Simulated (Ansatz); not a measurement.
**SrHfO3 under a change: electrons 5.0×10^21 cm⁻³**

Consider SrHfO3 in the cubic perovskite structure (space group Pm-3m, No. 221; a = 4.1058 Å).

The change: 0.346 electrons added to each cell, a density of 5.0×10^21 cm⁻³, with a uniform compensating background at fixed cell and a 300 K Fermi–Dirac width.

Calculations: DFT with PBEsol, PAW potentials and a 420 eV plane-wave cutoff in Ansatz (a quantum-chemistry and plane-wave program), no SOC. Γ-centred 11×11×11 mesh, Fermi–Dirac width 0.0259 eV.

The gap between the host's bands grows by 0.16 eV, from 3.72 eV to 3.88 eV and the gap character remains indirect, R → Γ. The Fermi level relative to the doped band's edge (positive inside the band; to 0.05 eV) amounts to +0.75 eV.

Cost of the whole job for the changed cell (relaxation, final SCF and bands): about 30 core-seconds (a rough figure).

Carriers are added with a uniform compensating background; total energy and stress of such cells depend on the potential's zero and are not compared; many-body gap narrowing is missing at this level. Spin-orbit coupling, missing from the scalar runs, can matter with Hf. Whether these cells are dynamically stable was not tested. Many cubic perovskites are stable only at high temperature; tilts and polar distortions were not tested.
